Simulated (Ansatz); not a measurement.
What tensor shear ε_xz = +0.67 % does to SnO

The parent structure is SnO (space group P4/nmm, No. 129; a = 3.769 Å, c = 4.557 Å; layered, stacked along the Cartesian z axis; relaxed with 0.1 eV smearing). Axes: x, y, z lie along a, b, c of the conventional cell.

Now apply this change: tensor shear ε_xz = +0.67 % (engineering shear γ = 0.0134), atoms relaxed at fixed cell.

Computed with PBEsol-D3(BJ) (Ansatz, a first-principles code; PAW; 420 eV plane waves; no spin-orbit coupling). Γ-centred 15×15×13 mesh, Fermi–Dirac width 0.1 eV.

The volume per atom is still 16.18 Å³ and the space group goes from P4/nmm (No. 129) to P2_1/m (No. 11). The shortest interatomic distance shrinks by 0.002 Å (2.211 Å → 2.209 Å) and the energy rises by 0.4 meV/atom. The pressure (mean of the normal stresses, compression positive) stays 0.0 GPa and the band gap remains zero. The largest internal atomic displacement comes out as 0.010 Å and the stress (xx, yy, zz, yz, xz, xy; compression positive) is (0.0, 0.0, 0.0, 0.0, -0.5, 0.0) GPa.

Final structure:

```xyz
4
Lattice="3.7685 0.0000 0.0252 0.0000 3.7685 0.0000 0.0305 0.0000 4.5571" Properties=species:S:1:pos:R:3 pbc="T T T"
Sn     1.9175     0.0000     3.4130
Sn    -0.0027     1.8843     1.1567
O      1.8865     1.8843     0.0127
O     -0.0022     0.0000     0.0000
```

The cells carry an imposed strain or load. Stability against distortions was not tested. The final runs are not spin-polarised. A zero or small gap of SnO can be the functional's error rather than a property of the material.
